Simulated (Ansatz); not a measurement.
Density of states of CdS (P6_3mc) above the conduction band minimum, r2SCAN with spin-orbit coupling, rigid bands (Ansatz, a program for electronic structure); cell volume 101.6 Å³.

(energy from edge (eV), 10⁻³ states/eV/cell): (0.006, 3.64); (0.031, 8.09); (0.056, 11.2); (0.081, 14.1); (0.106, 16.4); (0.131, 18.9); (0.156, 21.4); (0.181, 24.0); (0.206, 26.3); (0.231, 28.9); (0.256, 31.4); (0.281, 33.8); (0.319, 38.0); (0.344, 40.4); (0.369, 43.4); (0.394, 45.9); (0.419, 48.8); (0.444, 52.2); (0.469, 54.9); (0.494, 58.0); (0.519, 61.1); (0.544, 64.8); (0.569, 67.4); (0.594, 71.4)

### Question
What effective density of states at 300 K does this give (∫ g(E) exp(−E/k_BT) dE, both spins, divided by the cell's size)?

### Answer
1.7e18 cm⁻³, a density-of-states mass of 0.168 mₑ, valleys and band degeneracy included.

Geometry: cell and atoms relaxed with r2SCAN.
